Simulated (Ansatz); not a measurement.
Phonon-limited transport in TiSi₂ (Fddd)

Here is the system:

```xyz
6
Lattice="0.0000 4.0848 4.2545 2.3792 0.0000 4.2545 2.3792 4.0848 0.0000" Properties=species:S:1:pos:R:3 pbc="T T T"
Ti     2.3792     4.0848     4.2545
Ti     3.5688     6.1271     6.3817
Si     2.3792     6.8328     4.2545
Si     2.3792     1.3367     4.2545
Si     1.1896     3.3791     2.1272
Si     1.1896     0.7057     2.1272
```

These are PBEsol, DFPT electron-phonon coupling, linearised Boltzmann equation (plane waves, PAW, scalar-relativistic; Ansatz, a first-principles code) values and carry that method's errors. How the cell was made: relaxed with this functional, without spin-orbit coupling.

| Property | Value |
|---|---|
| resistivity at 300 K | 10.0 (x), 11.2 (y), 11.5 (z) μΩ·cm |
| electron mean free path at 300 K (weighted by the current that each state carries) | 11.7 (x), 12.2 (y), 13.5 (z) nm |
| electron-phonon coupling λ | 0.27 |
| transport coupling λ_tr | 0.27 (x), 0.30 (y), 0.27 (z) |
| logarithmic mean phonon energy | 31 meV |
| density of states at the Fermi level | 1.13 states/(eV·spin·cell) |
| Drude plasma energy | 5.3 (x), 5.2 (y), 4.9 (z) eV |
| Tc for μ* = 0.10 (anisotropic Eliashberg) | below 1 K |
| Tc for μ* = 0.13 (anisotropic Eliashberg) | below 1 K |

A metal at this level (no band gap). Only scattering by harmonic phonons is included (no impurities, grain boundaries, electron-electron scattering or thermal expansion). Spin-orbit coupling is left out. Halving the electron mesh (24x24x24) moves the resistivity by up to 6 % at 300 K, the mean free path by up to 4 %, the coupling by up to 2 %. Smearing 0.20 eV; phonons on a 4x4x4 q mesh, which this run doesn't test and which matters most at low temperature. Tc comes from the anisotropic Migdal-Eliashberg equations with μ*, a chosen number, referred to 34 meV.
